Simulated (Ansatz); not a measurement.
Worked example: self-consistent single point of BaAl2 (R3m, 6 atoms in the cell) in Ansatz (an electronic-structure program).

Computed with PBEsol, default PAW files made with PBE (plane waves; Ansatz).

The change in words: lattice scaled by 0.98; basis.ecutrho_ratio: default → 8. Reference geometry:
```yaml
crystal:
  lattice:
    - [0.00000, 4.24374, 4.24374]
    - [4.24374, 0.00000, 4.24374]
    - [4.24374, 4.24374, 0.00000]
  atoms:
    - { symbol: Ba, position: [0.50340, 0.50340, 0.50340] }
    - { symbol: Ba, position: [0.75000, 0.75000, 0.75000] }
    - { symbol: Al, position: [0.12500, 0.12500, 0.12500] }
    - { symbol: Al, position: [0.62500, 0.12500, 0.12500] }
    - { symbol: Al, position: [0.12500, 0.12500, 0.62500] }
    - { symbol: Al, position: [0.12500, 0.62500, 0.12500] }
```

Reference input (self-consistent single point, DFT, PBEsol, plane waves, default PAW files made with PBE): basis.ecutwfc = 30.9 Ry; kpoints.mp_grid.grid = 6 6 6; hamiltonian.xc = pbesol; hamiltonian.pseudopotentials = {kind: paw} (the program's default PAW files); scf.occupations.method = gaussian; scf.occupations.width = 0.0073 Ry. This run's input differs from it in these lines:

Ansatz 0.2 input:
```diff
@@ -3,14 +3,15 @@
   lattice:
-    - [0.00000000, 4.24373500, 4.24373500]
-    - [4.24373500, 0.00000000, 4.24373500]
-    - [4.24373500, 4.24373500, 0.00000000]
+    - [0.00000000, 4.15886000, 4.15886000]
+    - [4.15886000, 0.00000000, 4.15886000]
+    - [4.15886000, 4.15886000, 0.00000000]
   atoms:
-    - { symbol: Ba, position_ang: [4.27260089, 4.27260089, 4.27260089] }
-    - { symbol: Ba, position_ang: [6.36560250, 6.36560250, 6.36560250] }
-    - { symbol: Al, position_ang: [1.06093375, 1.06093375, 1.06093375] }
-    - { symbol: Al, position_ang: [1.06093375, 3.18280125, 3.18280125] }
-    - { symbol: Al, position_ang: [3.18280125, 3.18280125, 1.06093375] }
-    - { symbol: Al, position_ang: [3.18280125, 1.06093375, 3.18280125] }
+    - { symbol: Ba, position_ang: [4.18714857, 4.18714857, 4.18714857] }
+    - { symbol: Ba, position_ang: [6.23829000, 6.23829000, 6.23829000] }
+    - { symbol: Al, position_ang: [1.03971500, 1.03971500, 1.03971500] }
+    - { symbol: Al, position_ang: [1.03971500, 3.11914500, 3.11914500] }
+    - { symbol: Al, position_ang: [3.11914500, 3.11914500, 1.03971500] }
+    - { symbol: Al, position_ang: [3.11914500, 1.03971500, 3.11914500] }
 basis:
   ecutwfc: 30.9 Ry
+  ecutrho_ratio: 8
 kpoints:
```

Log, with long lists cut:

```
SCF iter   1: F=—  HF=-13824.908093 eV  |F-HF|=—  |Δ(HF+E_count)|=         —  Δρ=2.11e-3  dr2=6.82e-3  ethr=1.77e-3  ⟨swp⟩=11.4  Hψ=5031  notcnv=0
all-band conjugate gradients solve this SCF's bands
preconditioner: auto → Kerker (q_TF=auto, 2.124 Å⁻¹)
SCF iter   2: F=—  HF=-13824.907744 eV  |F-HF|=—  |Δ(HF+E_count)|=   3.49e-4  Δρ=1.37e-3  dr2=3.05e-3  ethr=2.13e-5  ⟨swp⟩=1.1  Hψ=979  notcnv=0
SCF iter   3: F=—  HF=-13824.907481 eV  |F-HF|=—  |Δ(HF+E_count)|=   2.63e-4  Δρ=1.08e-4  dr2=1.36e-5  ethr=9.52e-6  ⟨swp⟩=2.7  Hψ=916  notcnv=0
SCF iter   4: F=—  HF=-13824.907505 eV  |F-HF|=—  |Δ(HF+E_count)|=   2.40e-5  Δρ=2.68e-5  dr2=1.84e-6  ethr=4.25e-8  ⟨swp⟩=2.3  Hψ=1165  notcnv=0
iter 5 did not close the SCF: its close was put off for the readings that it lacked (scf_convergence_deferred on its scf_iter line)
SCF iter   5: F=-13824.907505 eV  HF=-13824.907505 eV  |F-HF|=6.78e-9  |Δ(HF+E_count)|=   3.23e-7  Δρ=5.83e-6  dr2=4.70e-8  ethr=5.75e-9  ⟨swp⟩=2.4  Hψ=994  notcnv=0
SCF iter   6: F=-13824.907505 eV  HF=-13824.907505 eV  |F-HF|=3.42e-10  |Δ(HF+E_count)|=   5.93e-9  Δρ=1.30e-6  dr2=2.15e-9  ethr=1.47e-10  ⟨swp⟩=6.3  Hψ=3395  notcnv=0
SCF 1 converged in 6 iterations: F = -13824.907505 eV  dr2 = 2.15e-9
Free energy (F): -13824.907505 eV
Internal energy: -13824.887465 eV  (E = F + TS)
E sigma→0 (E₀):  -13824.897485 eV
Entropy (-TS):   -0.020040 eV (-3.340 meV/atom)
Fermi energy:    8.624250 eV
--- Forces (eV/Å), atoms counted from 1 ---
  atom   1  Ba    -0.13310836    -0.13310836    -0.13310836
  atom   2  Ba     0.01438011     0.01438011     0.01438011
  atom   3  Al     0.00960167     0.00960167     0.00960167
  atom   4  Al     0.04910186     0.03001200     0.03001200
  atom   5  Al     0.03001200     0.03001200     0.04910186
  atom   6  Al     0.03001200     0.04910186     0.03001200
--- Stress (GPa, compression-positive) ---
        1.274429      -0.098085      -0.098085
       -0.098085       1.274429      -0.098085
       -0.098085      -0.098085       1.274429
  P = ⅓ Tr σ = 1.2744 GPa (12.744 kbar)
  The stress holds the Pulay correction. Without it, at fixed plane waves, as pw.x and ABINIT print it: P = 1.2504 GPa
```

The run converged in 6 iterations. Against the reference run the free energy drops by 1.9 meV/atom, the pressure goes from -1.53 to 1.27 GPa and the largest force goes from 0.198 to 0.231 eV/Å.

The starting cell comes from a database of computed structures (which also holds hypothetical and non-ambient phases and stackings), without a prior relaxation at this level. Its lattice was rescaled by up to half a per cent. One atom was moved a little off its site on purpose. For this run, on top of that: lattice scaled by 0.98. Ansatz's pressure includes its estimate of the finite-basis (Pulay) stress.
